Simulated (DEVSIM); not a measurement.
Device: GaAs n-i-p diode, at 300 K.

Layer 1 from the left is GaAs, thickness (μm) 1.20, Nd (cm⁻³) 1.3e17, τn (s) 1e-9, τp (s) 1e-9. Layer 2 from the left is GaAs, thickness (μm) 46.0, Na (cm⁻³) 5.9e13, τn (s) 1e-9, τp (s) 1e-9. Layer 3 from the left is GaAs, thickness (μm) 0.400, Na (cm⁻³) 1.6e18, τn (s) 1e-9, τp (s) 1e-9.

Left contact: ohmic. Right contact: ohmic. Voltage is applied to the left contact. Recombination: SRH at mid-gap, radiative. Mobility is constant in doping.

This is a model device: material constants are rounded textbook-type values typed into the input, and sizes, dopings and lifetimes were drawn at random. Values at 300 K.

GaAs: gap (eV) 1.424, affinity (eV) 4.07, permittivity 12.9, Nc (cm⁻³) 4.7e17, Nv (cm⁻³) 9e18, μn (cm²/Vs) 8500, μp (cm²/Vs) 400, B (cm³/s) 2e-10.

DEVSIM, 1D drift-diffusion, Boltzmann statistics, complete ionisation; no tunnelling, impact ionisation, image-force lowering or self-heating.

Problem. What does the simulation give for the dark forward voltage at 1 A/cm², the potential step across the device at zero bias?

Solution. dark forward voltage at 1 A/cm² 1.661 V; potential step across the device at zero bias 1.346 V.
